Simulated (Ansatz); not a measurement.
# Response to strain in TiPt3

The reference is TiPt₃ in the Cu3Au type structure (space group Pm-3m, No. 221; relaxed with 0.1 eV smearing).

```
CELL_PARAMETERS angstrom
      3.89962     0.00000     0.00000
      0.00000     3.89962     0.00000
      0.00000     0.00000     3.89962
ATOMIC_POSITIONS crystal
  Ti 0.00000 0.00000 0.00000
  Pt 0.00000 0.50000 0.50000
  Pt 0.50000 0.00000 0.50000
  Pt 0.50000 0.50000 0.00000
```

Cartesian axes are those of the cell as printed.

Strains are applied to the cell and any free atomic positions relax; under biaxial strain the out-of-plane vector relaxes too.

Method: PBEsol/PAW in Ansatz (a first-principles code), no spin-orbit coupling.

Notes on the quantities. energy relative to the base: free energy F; pressure: mean of the normal stresses, compression positive.

```csv
case,energy relative to the base,out-of-plane strain,pressure,shortest interatomic distance
base,0 meV/atom,–,0.0 GPa,2.757 Å
"biaxial strain +0.50 %, plane normal [111], relaxed out of plane",+1.2 meV/atom,-0.35 %,-1.7 GPa,2.756 Å
"biaxial strain +1.00 %, plane normal [111], relaxed out of plane",+4.6 meV/atom,-0.69 %,-3.2 GPa,2.754 Å
"biaxial strain +1.50 %, plane normal [111], relaxed out of plane",+10 meV/atom,-1.04 %,-4.7 GPa,2.752 Å
"biaxial strain +2.00 %, plane normal [111], relaxed out of plane",+18 meV/atom,-1.38 %,-6.0 GPa,2.751 Å
"biaxial strain +2.50 %, plane normal [111], relaxed out of plane",+27 meV/atom,-1.73 %,-7.3 GPa,2.749 Å
```

Whether these cells are dynamically stable was not tested. The final runs are not spin-polarised.
